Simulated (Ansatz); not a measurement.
## Rock-salt LaS

Calculation: r²SCAN (Ansatz, a program for electronic structure, plane waves, PAW).

Numerical settings: plane-wave cutoff 500 eV, 12×12×12 k mesh, Fermi–Dirac smearing 0.05 eV, scalar-relativistic PAW data made under PBE.

Cell (relaxed at this level):

```xyz
2
Lattice="0.0000 2.9443 2.9443 2.9443 0.0000 2.9443 2.9443 2.9443 0.0000" Properties=species:S:1:pos:R:3 pbc="T T T"
La     0.0000     0.0000     0.0000
S      2.9443     2.9443     2.9443
```

```yaml
band_gap: none
```

Note: the relaxation could not lower the start's symmetry, so the cell can be a saddle point above a distorted one.

Spin–orbit coupling is not included.

The computed numbers hold no vibrational or temperature effects.
